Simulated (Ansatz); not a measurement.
Pressure series in Si

Consider Si in the diamond structure (space group Fd-3m, No. 227).

```
CELL_PARAMETERS angstrom
      0.00000     2.72210     2.72210
      2.72210     0.00000     2.72210
      2.72210     2.72210     0.00000
ATOMIC_POSITIONS crystal
  Si 0.00000 0.00000 0.00000
  Si 0.25000 0.25000 0.25000
```

Cell and atoms are relaxed at each pressure.

The values are results of r2SCAN (Ansatz, a program for electronic structure; PAW; 500 eV plane waves; no SOC), not measurements.

Two rows of this table had their results exchanged by mistake.

```json
[
 {"pressure": "pressure −2 GPa", "volume per atom (Å³)": "17.55", "shortest distance (Å)": "2.250", "band gap": "0.49 eV"},
 {"pressure": "pressure −1 GPa", "volume per atom (Å³)": "20.38", "shortest distance (Å)": "2.366", "band gap": "0.79 eV"},
 {"pressure": "pressure 1.8 GPa", "volume per atom (Å³)": "19.81", "shortest distance (Å)": "2.343", "band gap": "0.74 eV"},
 {"pressure": "pressure 4.2 GPa", "volume per atom (Å³)": "19.38", "shortest distance (Å)": "2.326", "band gap": "0.70 eV"},
 {"pressure": "pressure 9 GPa", "volume per atom (Å³)": "18.64", "shortest distance (Å)": "2.296", "band gap": "0.62 eV"},
 {"pressure": "pressure 18 GPa", "volume per atom (Å³)": "20.61", "shortest distance (Å)": "2.374", "band gap": "0.81 eV"},
 {"pressure": "pressure 30 GPa", "volume per atom (Å³)": "16.45", "shortest distance (Å)": "2.202", "band gap": "0.34 eV"},
 {"pressure": "pressure 45 GPa", "volume per atom (Å³)": "15.41", "shortest distance (Å)": "2.155", "band gap": "0.16 eV"},
 {"pressure": "pressure 60 GPa", "volume per atom (Å³)": "14.59", "shortest distance (Å)": "2.116", "band gap": "zero"}
]
```

### Question
Which two?

### Answer
The rows for pressure −2 GPa and pressure 18 GPa: the volume has to fall steadily with pressure, so 20.61 Å³ belongs to pressure −2 GPa and 17.55 Å³ to pressure 18 GPa.

Load acts through the strain it causes; cell and atoms are relaxed under it. No phonon test of stability was made. Measured, Si leaves this structure (for the β-tin structure) near 12 GPa (room temperature; as listed in arXiv:1906.07825). The zero or small gap of Si under pressure 45 GPa and Si under pressure 60 GPa can change with the level of theory.
